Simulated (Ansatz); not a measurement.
L1₂ (Cu3Au-type) Pt₃Ti was calculated with PBE-D3(BJ) in Ansatz (PAW).

Numerical settings: plane-wave cutoff 520 eV, 16×16×16 k mesh, Fermi–Dirac smearing 0.032 eV (set by the program), no spin polarisation, scalar-relativistic PAW data made under PBE.

Cell (relaxed at this level):

```yaml
crystal:
  lattice:
    - [3.90414, 0.00000, 0.00000]
    - [0.00000, 3.90414, 0.00000]
    - [0.00000, 0.00000, 3.90414]
  atoms:
    - { symbol: Ti, position: [0.00000, 0.00000, 0.00000] }
    - { symbol: Pt, position: [0.00000, 0.50000, 0.50000] }
    - { symbol: Pt, position: [0.50000, 0.00000, 0.50000] }
    - { symbol: Pt, position: [0.50000, 0.50000, 0.00000] }
```

Task: Predict the elastic constant C11, Young modulus, elastic constant C12, Poisson ratio and elastic constant C44.

Result: 
- elastic constant C11: 382 GPa
- Young modulus: 328 GPa
- elastic constant C12: 200 GPa
- Poisson ratio: 0.290
- elastic constant C44: 158 GPa

Note: the dispersion coefficients are held fixed in the derivatives.

Elastic constants are with the ions relaxed.

Spin–orbit coupling is not included.

Static lattice: no zero-point or thermal effects.

The result took very roughly 12 core-minutes.

Ansatz is an electronic-structure program.
